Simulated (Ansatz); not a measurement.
Response to strain in InAs

Take InAs in the zinc blende structure (space group F-43m, No. 216; a = 6.186 Å) as the base.

Strains are applied to the cell and any free atomic positions relax.

Method: DFT with PBE, PAW potentials and a 420 eV plane-wave cutoff in Ansatz (a first-principles code), scalar-relativistic without spin-orbit coupling.

| isotropic strain (%) | pressure (GPa) |
|---|---|
| 0 | 0.0 |
| 1.45 | -1.9 |
| 2.2 | ? |
| 3.93 | -4.2 |
| 5.24 | -5.1 |

Q: Fit P = P₀ − Bδ + Cδ² with δ = (1 + ε)³ − 1 to the rows shown and predict the withheld row.

A: Least squares on the printed values gives P₀ = 0.0 GPa, B = 45.6 GPa, C = 90.9 GPa (largest residual 0.0 GPa); this predicts -2.7 GPa, and the run gives -2.7 GPa, in agreement.

A case with no gap was solved on a k-mesh chosen for an insulator, which is coarse for it. Stability against distortions was not tested. The final runs are not spin-polarised.
